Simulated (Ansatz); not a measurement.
## ZnCu2SnS4 under a change: uniaxial strain ε_zz = −5.04 %

The parent structure is ZnCu2SnS4 (space group I-4, No. 82; a = 5.468 Å, c = 10.935 Å). Axes: x, y, z lie along a, b, c of the conventional cell.

Now apply this change: the cell is compressed by 5.04 % along z with no lateral relaxation; the atoms relax in the strained cell.

Computed with Ansatz (an electronic-structure program) PBE, no spin-orbit coupling. Settings: 9×9×9 k-points, 0.05 eV Fermi–Dirac smearing.

The volume per atom decreases by 1.03 Å³, from 20.44 Å³ to 19.41 Å³ and the space group is still I-4 (No. 82). The energy rises by 16 meV/atom and the pressure (mean of the normal stresses, compression positive) goes from zero to 3.9 GPa. The band gap changes from zero to 0.12 eV and the valence-band top at Γ (three highest levels, from the VBM) comes out as 0.00, -0.17, -0.17 eV. The stress (xx, yy, zz, yz, xz, xy; compression positive) amounts to (3.4, 3.4, 5.0, 0.0, 0.0, 0.0) GPa (rough).

Cost of the whole job for the changed cell (relaxation, final SCF and bands): about 6 core-minutes (a rough figure).

Without a gap, meshes like the base's 9×9×9 leave anisotropic stresses uncertain by several tenths of a GPa, and small strain energies with them. Stability against distortions was not tested. All final runs are without spin polarisation. Gaps under 0.05 eV, about the width of the smearing, are given as zero. The zero or small gap of ZnCu2SnS4 can change with the level of theory.
